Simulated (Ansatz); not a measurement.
Consider GaP in the zinc blende structure (space group F-43m, No. 216).

```
GaP
1.0
    0.00000     2.72566     2.72566
    2.72566     0.00000     2.72566
    2.72566     2.72566     0.00000
Ga P
1 1
Direct
  0.00000   0.00000   0.00000
  0.25000   0.25000   0.25000
```

Cartesian axes are those of the cell as printed.

Method: r2SCAN (Ansatz, a program for electronic structure), no SOC.

For the base:

```
Item                                         Value
-----------------------------  -------------------
Valence-band top at Γ          0.00, 0.00, 0.00 eV
Shortest interatomic distance              2.360 Å
```

One thing is altered: tensile biaxial strain of 1.50 % in the plane normal to [001], as in epitaxy on a mismatched substrate; the out-of-plane cell vector and the atoms relax.

Predict the new valence-band top at Γ, shortest interatomic distance and in-plane stress.

The valence-band top at Γ (three highest levels, from the VBM) goes from 0.00, 0.00, 0.00 eV to 0.00, -0.16, -0.16 eV; the shortest interatomic distance rises by 0.014 Å to 2.374 Å; the mean in-plane stress (compression positive) amounts to -2.2 GPa.

No phonon test of stability was made.
